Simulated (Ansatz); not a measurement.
**Response to strain in MoSi2**

Consider MoSi2 (space group P6_222, No. 180; a cell from a computed database, its experimental status unchecked).

```yaml
crystal:
  lattice:
    - [4.58468, 0.00000, 0.00000]
    - [-2.29234, 3.97045, 0.00000]
    - [0.00000, 0.00000, 6.57762]
  atoms:
    - { symbol: Si, position: [0.16386, 0.83614, 0.83333] }
    - { symbol: Si, position: [0.32771, 0.16386, 0.16667] }
    - { symbol: Si, position: [0.16386, 0.32771, 0.50000] }
    - { symbol: Si, position: [0.83614, 0.16386, 0.83333] }
    - { symbol: Si, position: [0.67229, 0.83614, 0.16667] }
    - { symbol: Si, position: [0.83614, 0.67229, 0.50000] }
    - { symbol: Mo, position: [0.50000, 0.00000, 0.50000] }
    - { symbol: Mo, position: [0.50000, 0.50000, 0.83333] }
    - { symbol: Mo, position: [0.00000, 0.50000, 0.16667] }
```

Cartesian axes are those of the cell as printed.

Strains are applied to the cell and any free atomic positions relax; under biaxial strain the out-of-plane vector relaxes too.

Method: Ansatz (a program for electronic structure), r2SCAN, PAW, cutoff 500 eV, no spin-orbit coupling, earlier PAW set.

Candidates:
(a) biaxial strain −3.60 %, plane normal [001], relaxed out of plane
(b) tensor shear ε_yz = −1.36 %
(c) biaxial strain −4.70 %, plane normal [001], relaxed out of plane

Before the change:

| Quantity | Result |
|---|---|
| Band gap | 0.16 eV |

Q: Order them by band gap, lowest first.

A: (b) tensor shear ε_yz = −1.36 % (0.13 eV), (a) biaxial strain −3.60 %, plane normal [001], relaxed out of plane (0.32 eV), (c) biaxial strain −4.70 %, plane normal [001], relaxed out of plane (0.39 eV)

Stability against distortions was not tested. A zero or small gap of MoSi2 can be the functional's error rather than a property of the material.
